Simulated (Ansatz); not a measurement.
# fcc Al (1 1 0) on cubic KTaO3 (1 1 0) (film strained to the substrate, started from cuts of the bulks and a machine-learned relaxation; slabs K5Ta5O13 and Al16, which can lie off the formulas)

A periodic stack without vacuum, fcc Al (1 1 0) on cubic KTaO3 (1 1 0) (film strained to the substrate, started from cuts of the bulks and a machine-learned relaxation; slabs K5Ta5O13 and Al16, which can lie off the formulas): substrate slab K5Ta5O13, film Al16, surface cells [[0, 1], [-1, 0]] and [[0, 2], [-1, 0]], film strained by -0.4 and -0.4 %, outermost planes KOTa/KOTa and Al/Al as cut, which need not be the usual terminations and can put a slab off its formula.

The start was prepared with a machine-learned potential, and the result is one local minimum, with the in-plane cell held and forces under 0.04 eV/Å; the film can end far from its bulk form.

Calculation: PBE (plane waves to 420 eV, PAW; Ansatz, a quantum-chemistry and plane-wave program). No spin–orbit coupling; the runs are not spin-polarised; PBE gaps are too small against experiment. Its k-point mesh 6×8×1, Fermi–Dirac width 0.05 eV.

The interface area comes out as 22.9 Å² and the period is 26.41 Å. The heights between the nearest atoms of the two slabs at the two interfaces comes out as 2.49 and 2.49 Å, the Al–K contacts across the interfaces within 1.22 times the sum of covalent radii comes out as 10, mean 3.57 Å and the Al–Ta contacts across the interfaces within 1.22 times the sum of covalent radii is 4, mean 3.01 Å.

```
CELL_PARAMETERS angstrom
      5.68829     0.00073     0.19582
      0.00022     4.02455    -0.02239
      0.43232    -1.82356    26.44648
ATOMIC_POSITIONS crystal
  K  0.32351 0.02613 0.04528
  Ta 0.82170 0.54869 0.05162
  O  0.82309 0.02030 0.04624
  K  0.79616 0.07893 0.15668
  Ta 0.29614 0.57606 0.15658
  O  0.07000 0.54246 0.09728
  O  0.55315 0.54296 0.09744
  O  0.29703 0.07196 0.15393
  K  0.27081 0.12657 0.26284
  Ta 0.77083 0.62654 0.26283
  O  0.53431 0.59920 0.20804
  O  0.03351 0.59930 0.20799
  O  0.77083 0.12657 0.26284
  K  0.74549 0.17410 0.36899
  Ta 0.24556 0.67702 0.36909
  O  0.00740 0.65395 0.31764
  O  0.50818 0.65384 0.31767
  O  0.24482 0.18120 0.37174
  K  0.21847 0.22698 0.48039
  Ta 0.72027 0.70423 0.47406
  O  0.47215 0.71067 0.42838
  O  0.98899 0.71033 0.42825
  O  0.71891 0.23287 0.47944
  Al 0.18036 0.30938 0.62424
  Al 0.68052 0.31044 0.62672
  Al 0.44693 0.78609 0.57475
  Al 0.93901 0.78602 0.57462
  Al 0.65393 0.36254 0.73430
  Al 0.15410 0.36251 0.73418
  Al 0.91853 0.83641 0.68086
  Al 0.41551 0.83653 0.68104
  Al 0.12885 0.41683 0.84460
  Al 0.62586 0.41697 0.84477
  Al 0.39028 0.89093 0.79146
  Al 0.89048 0.89092 0.79134
  Al 0.60471 0.46718 0.95102
  Al 0.09676 0.46726 0.95090
  Al 0.86358 0.94289 0.89893
  Al 0.36375 0.94392 0.90141
```
